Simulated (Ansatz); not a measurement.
Input:

```
ZnS
1.0
    3.84230     0.00000     0.00000
    1.92115     3.32753     0.00000
    1.92115    -1.10918     3.09559
Zn S
1 1
Cartesian
  0.00000   0.00000  -0.00723
  3.84230   0.00000   2.32892
```

No spin polarisation.

Computed with r2SCAN/PAW in Ansatz (a first-principles code), no spin-orbit coupling. k-mesh 11×11×11 (Γ-centred); smearing 0.05 eV (Fermi–Dirac).

**Question.** Predict the band gap and pressure.

**Answer.** The band gap is 2.60 eV and the pressure (mean of the normal stresses, compression positive) comes out as -0.88 GPa.

The cells carry an imposed strain or load. No phonon test of stability was made. The cell was made from ZnS in the zinc blende structure (space group F-43m, No. 216) by this change: biaxial strain +0.83 %, plane normal [111], relaxed out of plane.
